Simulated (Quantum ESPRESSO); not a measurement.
**Pressure against volume in zinc-blende InP (space group 216) (Quantum ESPRESSO, PBEsol)**

```xyz
2
Lattice="0.0000 2.8498 2.8498 2.8498 0.0000 2.8498 2.8498 2.8498 0.0000" Properties=species:S:1:pos:R:3 pbc="T T T"
In     0.0000     0.0000     0.0000
P      4.2747     4.2747     4.2747
```

Level of theory: PBEsol, GBRV 1.5 ultrasoft (PBESOL) pseudopotentials (plane waves; Quantum ESPRESSO). Settings: ecutwfc = 52 Ry; ecutrho = 260 Ry; occupations = smearing; smearing = fd; degauss = 0.000734986 Ry; potentials = {In: in_pbesol_v1.4.uspp.F.UPF, P: p_pbesol_v1.5.uspp.F.UPF}; K_POINTS = automatic 10 10 10 0 0 0; conv_thr = 1e-10 Ry. The cell above is the first row's. The rows scale it uniformly. In all rows fractional positions and the k mesh are held.

| V (Å^3/atom) | P (GPa) |
|---|---|
| 23.144 | 7.54 |
| 23.647 | 5.49 |
| 24.150 | 3.66 |
| 24.653 | 2.02 |
| 25.156 | 0.55 |
| 25.659 | -0.76 |
| 26.163 | -1.93 |
| 26.666 | -2.98 |
| 27.169 | ? |

Fit P of the 8 rows that show it with a cubic. With u = V - 24.9, the rows have u = -1.7560, -1.2530, -0.7500, -0.2470, 0.2560, 0.7590, 1.2630, 1.7660. Least squares gives P = 1.277 - 2.9168·u + 0.3284·u² - 0.02356·u³. Residuals (row less fit): 0.001, -0.004, 0.001, 0.002, -0.001, -0.002, 0.001, 0.000; standard error 0.003 (degrees of freedom: 4). The fitted pressure is zero at V0 = 25.36, where dP/dV = -2.629, so B0 = -V0·dP/dV = 66.7 GPa.

**Question.** Estimate the missing P (V = 27.169); what did the run itself give?

**Answer.** u = 2.2690, so P = 1.277 - 2.9168 × 2.2690 + 0.3284 × 2.2690² - 0.02356 × 2.2690³ = -3.926 GPa. The calculation gives -3.91 GPa, 0.016 GPa above the prediction (0.1 % of the range of P in the table). The row lies outside the fitted rows, so this is an extrapolation. From the scatter of the fitted rows alone, a prediction at this place has a standard error of 0.007 GPa, so the miss is 2.4 times that.

Carrying the step between the two nearest rows on in a straight line would have given -4.03, off by 0.12; series whose last step already gives the withheld value aren't shown. The scan was laid around a cell of about the measured size, scaled by a guess for this functional. The runs keep the symmetry of the cell, so they don't test it for distortions. Cutoffs and mesh are single choices, not tested for convergence of this quantity. Series with a scatter that would blur these digits, or in which a gap closes, are not shown.
